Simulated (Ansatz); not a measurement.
1T (CdI2-type) FeI2

These are r²SCAN+rVV10 (Ansatz, a quantum-chemistry and plane-wave program, PAW) values and carry that method's errors.

Settings: plane-wave cutoff 500 eV, 12×12×6 k mesh (along the axes of the cell as run), Fermi–Dirac smearing 0.05 eV, spin-polarised with parallel moments, scalar-relativistic PAW data made under PBE.

Cell (relaxed at this level):

```xyz
3
Lattice="4.0256 0.0000 0.0000 -2.0128 3.4862 0.0000 0.0000 0.0000 6.7478" Properties=species:S:1:pos:R:3 pbc="T T T"
Fe     0.0000     0.0000     0.0000
I      0.0000     2.3242     1.6120
I      2.0128     1.1621     5.1358
```

```
Property                        Value
--------  ---------------------------
band gap  0.64 eV (on the SCF k mesh)
```

Note: the magnetic order was assumed, not searched for or taken from measurement; a magnet's gap depends somewhat on the PAW data.

Spin–orbit coupling is not included; with these elements it can move the gap by several tenths of an eV or more.

Static lattice: no zero-point or thermal effects.

The result took around 12 core-minutes (rough).
